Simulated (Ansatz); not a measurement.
Worked example: self-consistent single point of CsCaH3 (P4mm, 5 atoms in the cell) in Ansatz (a program for electronic structure).

Method of the run: LDA (PW92), default PAW files made with PBE (plane waves; Ansatz).

The change in words: lattice scaled by 0.98; basis.ecutwfc: 420 eV → 565 eV. Reference geometry:
```xyz
5
Lattice="4.5981 0.0000 0.0000 0.0000 4.5981 0.0000 0.0000 0.0000 4.5981" Properties=species:S:1:pos:R:3 pbc="T T T"
Cs     0.0000     0.0000     0.0500
Ca     2.2990     2.2990     2.2990
H      2.2990     0.0000     2.2990
H      0.0000     2.2990     2.2990
H      2.2990     2.2990     0.0000
```

Reference input (self-consistent single point, DFT, LDA (PW92), plane waves, default PAW files made with PBE): basis.ecutwfc = 420 eV; kpoints.mp_grid.grid = 6 6 6; hamiltonian.xc = lda; hamiltonian.pseudopotentials = {kind: paw} (the program's default PAW files); scf.occupations.method = fixed. This run's input differs from it in these lines:

Ansatz 0.2 input:
```diff
@@ -2,5 +2,5 @@
   lattice:
-    - [4.598084, 0.000000, 0.000000]
-    - [0.000000, 4.598084, 0.000000]
-    - [0.000000, 0.000000, 4.598084]
+    - [4.506122, 0.000000, 0.000000]
+    - [0.000000, 4.506122, 0.000000]
+    - [0.000000, 0.000000, 4.506122]
   atoms:
@@ -12,3 +12,3 @@
 basis:
-  ecutwfc: 420.0 eV
+  ecutwfc: 565.0 eV
 kpoints:
```

The program printed (abridged):

```
SCF iter   1: F=—  HF=-7326.646986 eV  |F-HF|=—  |Δ(HF+E_count)|=         —  Δρ=1.01e-2  dr2=8.22e-2  ethr=1.77e-3  ⟨swp⟩=4.4  Hψ=3065  notcnv=0  defer=82
all-band conjugate gradients solve this SCF's bands
preconditioner: auto → Resta (q_TF=auto, 2.151 Å⁻¹)
SCF iter   2: F=—  HF=-7326.622451 eV  |F-HF|=—  |Δ(HF+E_count)|=   2.45e-2  Δρ=4.39e-3  dr2=1.61e-2  ethr=3.74e-4  ⟨swp⟩=1.4  Hψ=991  notcnv=0  defer=70
SCF iter   3: F=—  HF=-7326.617007 eV  |F-HF|=—  |Δ(HF+E_count)|=   5.44e-3  Δρ=4.70e-4  dr2=1.29e-4  ethr=7.34e-5  ⟨swp⟩=2.0  Hψ=822  notcnv=0  defer=104
SCF iter   4: F=—  HF=-7326.616976 eV  |F-HF|=—  |Δ(HF+E_count)|=   3.08e-5  Δρ=1.13e-4  dr2=6.00e-6  ethr=5.87e-7  ⟨swp⟩=2.3  Hψ=947  notcnv=0  defer=87
SCF iter   5: F=—  HF=-7326.616979 eV  |F-HF|=—  |Δ(HF+E_count)|=   3.28e-6  Δρ=3.54e-5  dr2=5.06e-7  ethr=2.73e-8  ⟨swp⟩=2.4  Hψ=1022  notcnv=0  defer=44
SCF iter   6: F=-7326.616979 eV  HF=-7326.616979 eV  |F-HF|=2.61e-9  |Δ(HF+E_count)|=   1.85e-7  Δρ=2.62e-6  dr2=5.41e-9  ethr=4.55e-10  ⟨swp⟩=10.4  Hψ=4183  notcnv=0
SCF 1 converged in 6 iterations: F = -7326.616979 eV  dr2 = 5.41e-9
Free energy (F): -7326.616979 eV
Internal energy: -7326.616979 eV  (E = F + TS)
E sigma→0 (E₀):  -7326.616979 eV
Fermi energy:    3.453080 eV
--- Forces (eV/Å), atoms counted from 1 ---
  atom   1  Cs     0.00000000     0.00000000    -0.08370121
  atom   2  Ca    -0.00000000     0.00000000     0.04536950
  atom   3  H     -0.00000000     0.00000000     0.01141355
  atom   4  H      0.00000000     0.00000000     0.01141355
  atom   5  H      0.00000000     0.00000000     0.01550481
--- Stress (GPa, compression-positive) ---
       -0.669847       0.000000       0.000000
        0.000000      -0.669847       0.000000
        0.000000       0.000000      -0.670606
  P = ⅓ Tr σ = -0.6701 GPa (-6.701 kbar)
  The stress holds the Pulay correction. Without it, at fixed plane waves, as pw.x and ABINIT print it: P = -0.6716 GPa
```

The run converged in 6 iterations. Against the reference run the free energy falls by 10.9 meV/atom, the pressure goes from -2.06 to -0.67 GPa, the largest force goes from 0.069 to 0.084 eV/Å and the gap on the mesh goes from 2.792 to 2.708 eV.

The starting cell comes from a database of computed structures (which also holds hypothetical and non-ambient phases and stackings), without a prior relaxation at this level. Its lattice was rescaled by up to half a per cent. One atom was moved a little off its site on purpose. For this run, on top of that: lattice scaled by 0.98. Ansatz's pressure includes its estimate of the finite-basis (Pulay) stress.
